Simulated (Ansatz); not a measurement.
# Habitual settings against a tight run: Zr2Au (I4/mmm, 3 atoms in the cell)

Self-consistent single point.

```
Zr2Au
1.0
   -1.62741     1.62741     5.74508
    1.62741    -1.62741     5.74508
    1.62741     1.62741    -5.74508
Zr Au
2 1
Direct
  0.65970   0.65970   0.00000
  0.34030   0.34030   0.00000
  0.00000   0.00000   0.00000
```

Method of the run: r2SCAN, PAW files made with PBE (plane waves; Ansatz, a quantum-chemistry and plane-wave program).

Base settings: basis.ecutwfc = 500 eV; kpoints.mp_grid.grid = 12 12 12; hamiltonian.xc = r2scan; hamiltonian.pseudopotentials = {kind: paw} (the program's default PAW files); scf.occupations.method = fermi_dirac; scf.occupations.width = 0.136 eV.

Tight run (finer mesh or higher cutoff; not a proven limit): basis.ecutwfc: 500 eV → 700 eV; kpoints.mp_grid.grid: 12 12 12 → 17 17 17; scf.convergence.dr2_threshold: default (1e-07 eV) → 1e-09 eV. It gave Fermi level (on the code's own zero) 16.78 eV; pressure 5.75 GPa; largest force (vector length) 0.008 eV/Å.

Quick runs, as changes from the base:
- A: the base itself
- B: basis.ecutwfc: 500 eV → 250 eV; kpoints.mp_grid.grid: 12 12 12 → 8 8 8; scf.occupations.width: 0.136 eV → 0.5 eV
- C: basis.ecutwfc: 500 eV → 420 eV; kpoints.mp_grid.grid: 12 12 12 → 4 4 4; hamiltonian.xc: r2scan → lda; scf.occupations.method: fermi_dirac → methfessel_paxton; scf.occupations.width: 0.136 eV → 0.2 eV; kpoints.mp_grid.shift: default → 0.5 0.5 0.5 [LDA (PW92)]
- D: basis.ecutwfc: 500 eV → 300 eV; kpoints.mp_grid.grid: 12 12 12 → 3 3 3; scf.occupations.method: fermi_dirac → cold; scf.occupations.width: 0.136 eV → 0.5 eV; kpoints.mp_grid.shift: default → 0.5 0.5 0.5
- E: basis.ecutwfc: 500 eV → 250 eV; kpoints.mp_grid.grid: 12 12 12 → 2 2 2; scf.occupations.method: fermi_dirac → gaussian; scf.occupations.width: 0.136 eV → 0.272 eV
- F: basis.ecutwfc: 500 eV → 250 eV; kpoints.mp_grid.grid: 12 12 12 → 4 4 4; kpoints.mp_grid.shift: default → 0.5 0.5 0.5

Energies are extrapolated to zero smearing width, which holds to low order in the width alone.

Dashes: energy of C, another energy zero; count of C, another kind of functional, whose work the count does not hold.

† marks runs with another functional, U, potentials or spin treatment: their distance from the tight run is not a convergence error alone.

The count of work is k-points × plane waves × bands × iterations; it is no time. 

Pressures in the table are Ansatz's without its Pulay estimate, at a fixed set of plane waves; the tight run's value above holds the estimate.

The starting cell comes from a database of computed structures (which also holds hypothetical and non-ambient phases and stackings), without a prior relaxation at this level. Its lattice was rescaled by a random factor within 2.5 % of one. In the base run, with a pressure of about 6 GPa the cell is away from its equilibrium volume at this level.

| run | energy less tight (meV/atom) | pressure less tight (GPa) | largest miss in a force vector (eV/Å) | count of work / tight |
|---|---|---|---|---|
| A | 2.6 | -0.05 | 0.000 | 0.20 |
| B | 492.1 | -24.30 | 0.388 | 0.029 |
| C† | – | -8.39 | 0.129 | – |
| D | 117.0 | -3.11 | 0.194 | 0.0034 |
| E | 503.6 | -28.85 | 1.100 | 0.0015 |
| F | 424.0 | -26.74 | 0.049 | 0.0043 |

Among the runs at the tight run's level, the energy misses run from 2.6 to 503.6 meV/atom.

Keys are those of Ansatz 0.2.
